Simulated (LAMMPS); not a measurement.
Consider a melt made from Ta (bcc), 1024 atoms, at 4280 K and 5 GPa, brought to that temperature within a few picoseconds in molecular dynamics.

All values are model results, not measurements: classical MD, pair style meam, file library.meam (library.meam-Ta); code LAMMPS.

```
Property                                                                                       Result
--------------------------------------------------------------  -------------------------------------
state found                                                                                    liquid
density                                                                          14.059 ± 0.006 g/cm³
volume per atom                                                                21.373 ± 0.010 Å³/atom
enthalpy per atom                                                              -6.287 ± 0.001 eV/atom
first peak of g(r)                                                                 2.70 Å, height 2.1
coordination number                                                           8.4 (counted to 3.54 Å)
self-diffusion coefficient of Ta (not corrected for cell size)              (7.5 ± 0.1) × 10^-5 cm²/s
mean frequency of the vibrational (phonon) density of states                                  3.6 THz
cost                                                            about 9 core-minutes (a rough figure)
```

Potential: file library.meam of the LAMMPS distribution; its header cites Baskes, Phys Rev B, 46, 2727-2742 (1992).

Caution: the potential MEAM library.meam-Ta is a first-neighbour MEAM set with a 4 Å cutoff, used here without a parameter file and away from the static properties it was fitted to. Caution: a run this short can hold a crystal over, or a liquid under, the potential's own melting point, which these runs don't give.

States go by the mean squared displacement: a species diffuses where it passes 1.5 Å², still rises and gives D over 1e-6 cm²/s; a crystal has left its structure where atoms lie 0.35 Å off their sites on average or a cubic box changes its shape by 3 %, or the axial ratios of another lie 8 % off the starting cell's, which the potential's own relaxation can also do.

Errors of D are the spread over four groups of atoms in one short run; a floor of about 5 %, a picked value, is safer.

Errors shown are sampling errors alone.

```tsv
q (1/Å)	number structure factor
0.6800	0.048
0.8800	0.057
1.080	0.077
1.280	0.113
1.480	0.180
1.680	0.314
1.880	0.544
2.080	0.841
2.280	1.13
2.480	1.32
2.680	1.41
2.880	1.38
3.080	1.25
3.280	1.09
3.480	0.933
3.680	0.829
3.880	0.783
4.080	0.793
4.280	0.851
4.480	0.943
4.680	1.04
4.880	1.11
5.080	1.14
5.280	1.12
5.480	1.07
5.680	1.02
5.880	0.973
6.080	0.946
6.280	0.936
6.480	0.942
6.680	0.960
6.880	0.986
7.080	1.01
7.280	1.03
7.480	1.03
7.680	1.03
7.880	1.02
8.080	1.01
8.280	1.000
8.480	0.990
8.680	0.985
8.880	0.984
9.080	0.988
9.280	0.993
9.480	0.997
9.680	1.00
9.880	1.00
10.08	1.01
10.28	1.01
10.48	1.01
10.68	1.00
10.88	1.00
11.08	0.998
11.28	0.996
11.48	0.996
11.68	0.997
11.88	0.998
```

| t (ps) | MSD (Å²) |
|---|---|
| 0.1000 | 0.380 |
| 0.2000 | 0.801 |
| 0.3000 | 1.23 |
| 0.4000 | 1.64 |
| 0.5000 | 2.06 |
| 0.6000 | 2.47 |
| 0.7000 | 2.89 |
| 0.8000 | 3.31 |
| 0.9000 | 3.73 |
| 1.100 | 4.58 |
| 1.300 | 5.43 |
| 1.500 | 6.28 |
| 1.700 | 7.15 |
| 2.000 | 8.41 |
| 2.300 | 9.71 |
| 2.700 | 11.4 |
| 3.200 | 13.5 |
| 3.700 | 15.6 |
| 4.300 | 18.2 |
| 5.000 | 21.1 |
| 5.800 | 24.5 |
| 6.800 | 28.8 |
| 7.900 | 33.4 |
| 9.200 | 38.9 |
| 10.70 | 45.3 |
| 12.50 | 53.2 |
| 14.50 | 61.9 |
| 16.90 | 72.5 |
| 19.60 | 84.4 |
| 22.80 | 98.4 |
| 26.60 | 115 |
| 30.90 | 135 |
| 36.00 | 159 |
